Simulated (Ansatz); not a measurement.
Take PbS in the rock salt structure (space group Fm-3m, No. 225; a = 6.009 Å) as the base.

Levels (all Ansatz, a first-principles code, PAW): PBE (420 eV, no spin-orbit coupling); PBE+SOC (420 eV, noncollinear with spin-orbit coupling).

The geometry is relaxed with PBE.

| Quantity | Result |
|---|---|
| PBE pressure | 0.0 GPa |
| PBE band gap | 0.49 eV |

With PBE+SOC at the same geometry, the pressure goes from zero to -0.3 GPa; the band gap goes from 0.49 eV to zero.

Single points use the geometry relaxed with PBE. Differences between runs with and without spin-orbit coupling are approximate. Spin-orbit coupling, missing from the scalar runs, can matter with Pb. Whether these cells are dynamically stable was not tested. Gaps under 0.05 eV, about the width of the smearing, are given as zero. The zero or small gap of PbS can change with the level of theory.
